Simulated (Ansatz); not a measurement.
Worked example: self-consistent single point of MoCl6 (P31m, 7 atoms in the cell) in Ansatz (a program for electronic structure).

Level of theory: LDA (PW92), default PAW files made with PBE (plane waves; Ansatz).

The change in words: lattice scaled by 0.98; kpoints.mp_grid.grid: 5 5 5 → 6 6 5. Reference geometry:
```xyz
7
Lattice="6.1550 0.0000 0.0000 -3.0775 5.3304 0.0000 0.0000 0.0000 5.6489" Properties=species:S:1:pos:R:3 pbc="T T T"
Mo     0.0000     0.0000     2.8745
Cl     0.9344     1.6183     1.5043
Cl     2.1431     3.7120     4.1447
Cl     4.2863     0.0000     1.5043
Cl     1.8687     0.0000     4.1447
Cl    -2.1431     3.7120     1.5043
Cl    -0.9344     1.6183     4.1447
```

Reference input (self-consistent single point, DFT, LDA (PW92), plane waves, default PAW files made with PBE): basis.ecutwfc = 30.9 Ry; kpoints.mp_grid.grid = 5 5 5; hamiltonian.xc = lda; hamiltonian.pseudopotentials = {kind: paw} (the program's default PAW files); scf.occupations.method = fixed. This run's input differs from it in these lines:

Ansatz 0.2 input:
```diff
@@ -3,13 +3,13 @@
   lattice:
-    - [6.154960, 0.000000, 0.000000]
-    - [-3.077480, 5.330352, 0.000000]
-    - [0.000000, 0.000000, 5.648922]
+    - [6.031861, 0.000000, 0.000000]
+    - [-3.015930, 5.223745, 0.000000]
+    - [0.000000, 0.000000, 5.535944]
   atoms:
-    - { symbol: Mo, position_ang: [0.000000, 0.000000, 2.874460] }
-    - { symbol: Cl, position_ang: [0.934354, 1.618348, 1.504251] }
-    - { symbol: Cl, position_ang: [2.143126, 3.712004, 4.144671] }
-    - { symbol: Cl, position_ang: [4.286253, 0.000000, 1.504251] }
-    - { symbol: Cl, position_ang: [1.868707, 0.000000, 4.144671] }
-    - { symbol: Cl, position_ang: [-2.143126, 3.712004, 1.504251] }
-    - { symbol: Cl, position_ang: [-0.934354, 1.618348, 4.144671] }
+    - { symbol: Mo, position_ang: [0.000000, 0.000000, 2.816971] }
+    - { symbol: Cl, position_ang: [0.915667, 1.585981, 1.474167] }
+    - { symbol: Cl, position_ang: [2.100264, 3.637764, 4.061777] }
+    - { symbol: Cl, position_ang: [4.200528, 0.000000, 1.474167] }
+    - { symbol: Cl, position_ang: [1.831333, 0.000000, 4.061777] }
+    - { symbol: Cl, position_ang: [-2.100263, 3.637764, 1.474167] }
+    - { symbol: Cl, position_ang: [-0.915667, 1.585981, 4.061777] }
 basis:
@@ -17,3 +17,3 @@
 kpoints:
-  mp_grid: { grid: [5, 5, 5] }
+  mp_grid: { grid: [6, 6, 5] }
 hamiltonian:
```

Output, abridged:

```
SCF iter   1: F=—  HF=-11112.256083 eV  |F-HF|=—  |Δ(HF+E_count)|=         —  Δρ=5.87e-3  dr2=4.58e-2  ethr=1.77e-3  ⟨swp⟩=4.0  Hψ=3376  notcnv=0  defer=110
all-band conjugate gradients solve this SCF's bands
preconditioner: auto → Resta (q_TF=auto, 2.258 Å⁻¹)
SCF iter   2: F=—  HF=-11112.249629 eV  |F-HF|=—  |Δ(HF+E_count)|=   6.45e-3  Δρ=3.36e-3  dr2=1.67e-2  ethr=8.17e-5  ⟨swp⟩=3.0  Hψ=1768  notcnv=0  defer=130
   [... lines left out ...]
SCF iter   5: F=—  HF=-11112.246478 eV  |F-HF|=—  |Δ(HF+E_count)|=   4.47e-5  Δρ=6.91e-5  dr2=1.28e-5  ethr=3.35e-7  ⟨swp⟩=2.0  Hψ=1226  notcnv=0  defer=62
SCF iter   6: F=—  HF=-11112.246529 eV  |F-HF|=—  |Δ(HF+E_count)|=   5.05e-5  Δρ=3.05e-5  dr2=2.64e-6  ethr=2.28e-8  ⟨swp⟩=2.0  Hψ=1461  notcnv=0  defer=54
SCF iter   7: F=—  HF=-11112.246529 eV  |F-HF|=—  |Δ(HF+E_count)|=   2.62e-8  Δρ=9.59e-6  dr2=2.88e-7  ethr=4.72e-9  ⟨swp⟩=2.5  Hψ=1452  notcnv=0  defer=54
SCF iter   8: F=-11112.246529 eV  HF=-11112.246529 eV  |F-HF|=9.73e-9  |Δ(HF+E_count)|=   1.03e-7  Δρ=2.77e-6  dr2=2.19e-8  ethr=1.79e-10  ⟨swp⟩=13.3  Hψ=4818  notcnv=0
SCF 1 converged in 8 iterations: F = -11112.246529 eV  dr2 = 2.19e-8
Free energy (F): -11112.246529 eV
Internal energy: -11112.246529 eV  (E = F + TS)
E sigma→0 (E₀):  -11112.246529 eV
Fermi energy:    2.411509 eV
--- Forces (eV/Å), atoms counted from 1 ---
  atom   1  Mo     0.00000000    -0.00000000    -0.96870543
  atom   2  Cl     0.22952427     0.39754766    -0.34727730
  atom   3  Cl    -0.44072294    -0.76335445     0.67018314
  atom   4  Cl    -0.45904851     0.00000002    -0.34727730
  atom   5  Cl     0.88144582    -0.00000004     0.67018314
  atom   6  Cl     0.22952423    -0.39754768    -0.34727730
  atom   7  Cl    -0.44072287     0.76335449     0.67018314
--- Stress (GPa, compression-positive) ---
        1.995620       0.000000      -0.000000
        0.000000       1.995620       0.000000
       -0.000000       0.000000       1.725905
  P = ⅓ Tr σ = 1.9057 GPa (19.057 kbar)
  The stress holds the Pulay correction. Without it, at fixed plane waves, as pw.x and ABINIT print it: P = 1.9019 GPa
```

The run converged in 8 iterations. Against the reference run the free energy goes down by 1.6 meV/atom, the pressure goes from -2.02 to 1.91 GPa, the largest force goes from 0.839 to 1.107 eV/Å and the gap on the mesh hardly changes (0.959 to 0.958 eV).

The starting cell comes from a database of computed structures (which also holds hypothetical and non-ambient phases and stackings), without a prior relaxation at this level. Its lattice was rescaled by up to half a per cent. One atom was moved a little off its site on purpose. For this run, on top of that: lattice scaled by 0.98. Forces in this geometry exceed 1 eV/Å. Ansatz's pressure includes its estimate of the finite-basis (Pulay) stress.
